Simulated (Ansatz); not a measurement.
## A computed series for AlN: pressure series

Start from AlN in the wurtzite structure (space group P6_3mc, No. 186; a = 3.107 Å, c = 4.978 Å).

Cell and atoms are relaxed at each pressure.

Method: Kohn–Sham DFT with the r2SCAN functional, run in Ansatz (a first-principles code) with PAW and 500 eV plane waves, spin-orbit coupling left out, earlier PAW set.

```tsv
change	shortest interatomic distance	band gap	density	c/a ratio
base	1.888 Å	4.87 eV	3.27 g/cm³	1.602
pressure −2 GPa	1.894 Å	4.79 eV	3.24 g/cm³	1.603
pressure −1 GPa	1.891 Å	4.83 eV	3.26 g/cm³	1.603
pressure 0.9 GPa	1.885 Å	4.91 eV	3.29 g/cm³	1.602
pressure 2.1 GPa	1.882 Å	4.96 eV	3.30 g/cm³	1.601
pressure 4.5 GPa	1.875 Å	5.05 eV	3.34 g/cm³	1.600
pressure 9 GPa	1.863 Å	5.22 eV	3.40 g/cm³	1.598
pressure 15 GPa	1.848 Å	5.43 eV	3.49 g/cm³	1.595
pressure 22.5 GPa	1.832 Å	5.67 eV	3.58 g/cm³	1.590
pressure 30 GPa	1.817 Å	5.74 eV	3.67 g/cm³	1.585
```

Load acts through the strain it causes; cell and atoms are relaxed under it. Whether these cells are dynamically stable was not tested. Measured, AlN leaves this structure (for rock salt) near 14 GPa (temperature not stated; as listed in Datta, Sujoy, Jana, Debnarayan, arXiv (2020)), on rising pressure, with hysteresis.
